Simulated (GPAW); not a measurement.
A user runs GPAW on Ge2TeN2 (Cmc2_1, 10 atoms in the cell) and asks whether the run is sound. The aim is a self-consistent single point with DFT PBEsol, plane waves, GPAW PAW datasets PBEsol (made by gpaw-setup).

Cell that was meant: a = 6.9990 Å, b = 6.9990 Å, c = 5.3053 Å, α = 90.00°, β = 90.00°, γ = 49.88°.

Part of the input:

```python
                         [3.339338, 0.672942, 1.146539]],
              pbc=True)

calc = GPAW(mode={'name': 'pw', 'ecut': 80},
            xc='PBEsol',
            kpts=(5, 5, 5),
            occupations={'name': 'fermi-dirac', 'width': 0.0},
```

The program printed (abridged):

```
Input parameters:
  convergence: {bands: -2,
                density: 1e-05}
  kpts: [5 5 5]
  maxiter: 100
  mode: {ecut: 80,
   [... lines left out ...]
   9 N      3.339338    0.672942    1.146539    ( 0.0000,  0.0000,  0.0000)

Unit cell:
           periodic     x           y           z      points  spacing
  1. axis:    yes    6.346380   -2.951240    0.000000    15     0.3568
  2. axis:    yes    6.346380    2.951240    0.000000    15     0.3568
  3. axis:    yes    0.000000    0.000000    5.305350    12     0.4421

  Lengths:   6.999025   6.999025   5.305350
  Angles:   90.000000  90.000000  49.879428

Effective grid spacing dv^(1/3) = 0.4191
     iter     time        total  log10-change:
                         energy   eigst   dens
iter:   1 --:--:--   -12.284826   +0.55
iter:   2 --:--:--    -7.289961   -0.65  -0.65
iter:   3 --:--:--    11.406043   +0.03  -0.68
iter:   4 --:--:--    15.435097   -1.58  -0.67
iter:   5 --:--:--    19.192202   -1.51  -0.75
iter:   6 --:--:--    17.715878   -1.32  -0.92
iter:   7 --:--:--    20.866873   -1.08  -0.88
iter:   8 --:--:--    20.785359   -1.67  -1.23
iter:   9 --:--:--    21.133957   -2.19  -1.48
iter:  10 --:--:--    21.132622   -3.23  -1.79
   [... lines left out ...]
iter:  19 --:--:--    21.154303c  -6.52  -3.30
iter:  20 --:--:--    21.154287c  -6.72  -3.39
iter:  21 --:--:--    21.154277c  -7.41c -3.57
iter:  22 --:--:--    21.154272c  -7.95c -3.68
iter:  23 --:--:--    21.154267c  -7.64c -3.74
iter:  24 --:--:--    21.154262c  -7.88c -3.78
iter:  25 --:--:--    21.154260c  -8.37c -3.85
   [... 5 lines left out ...]
iter:  31 --:--:--    21.154233c  -8.57c -4.38
iter:  32 --:--:--    21.154233c  -8.81c -4.61
iter:  33 --:--:--    21.154233c  -9.61c -4.60
iter:  34 --:--:--    21.154230c  -9.36c -4.63
iter:  35 --:--:--    21.154230c  -9.80c -5.01c
Converged after 35 iterations.

Dipole moment: (-0.000000, 0.000000, 7.185274) |e|*Ang

Energy contributions relative to reference atoms: (reference = -603550.737268)

Kinetic:       -112.976419
Potential:     +161.340334
External:        +0.000000
XC:             -30.470205
Entropy (-ST):   +0.000000
Local:           +3.260520
SIC:             +0.000000
--------------------------
Free energy:    +21.154230
Extrapolated:   +21.154230

Showing only first 2 kpts
 Kpt  Band  Eigenvalues  Occupancy
  0    22      5.75530    2.00000
  0    23      6.04167    2.00000
  0    24      6.19821    0.00000
  0    25      7.09526    0.00000

  1    22      5.62967    2.00000
  1    23      5.75032    2.00000
  1    24      6.24070    0.00000
  1    25      7.03804    0.00000

   [... lines left out ...]
Fermi level: 6.09029
No gap
   [... lines left out ...]
  5 Te    0.00000    0.02810    0.09868
  6 N     1.04550   -1.46179    0.16452
  7 N    -1.04550    1.46179    0.16452
  8 N    -1.04550   -1.46179    0.16452
  9 N     1.04550    1.46179    0.16452

Stress tensor:
    -0.243591    -0.000000     0.000000
    -0.000000    -0.505545     0.000000
     0.000000     0.000000    -0.479834
Stress (GPa, Voigt): [-39.0276 -80.9973 -76.8779   0.       0.      -0.    ]
```

### Question
Is anything amiss in this input, and did it matter?

### Answer
The run is not sound. The fault is a basis or grid far too coarse for these potentials. Far below the cutoff that the potentials were made for, the basis cannot represent the orbitals near the nuclei, and energies, forces and above all the stress go wrong. To fix it, restore the cutoff that the potentials need and check convergence. The run converged in 35 iterations without an error; against the sound input the free energy rises by 8.17 eV/atom, the largest force goes from 0.148 to 6.441 eV/Å and no clean gap remains on the mesh (levels overlap or are partly filled), against 0.65 eV before.

An input that runs soundly differs in these lines (not the only fix; some lines may just follow from the change or write a value another way):
```diff
-calc = GPAW(mode={'name': 'pw', 'ecut': 80},
+calc = GPAW(mode={'name': 'pw', 'ecut': 900},
```

With that input, the run converged in 32 iterations: free energy E − TS (from the program's reference atoms) -60.5859 eV; top of the valence band (on the code's own zero) 5.02 eV; gap on the k-point mesh 0.65 eV; largest force (vector length) 0.148 eV/Å (DFT PBEsol, plane waves, GPAW PAW datasets PBEsol (made by gpaw-setup)).

On the sound input: the starting cell comes from a database of computed structures (which also holds hypothetical and non-ambient phases and stackings), without a prior relaxation at this level. Spin-orbit coupling is off.
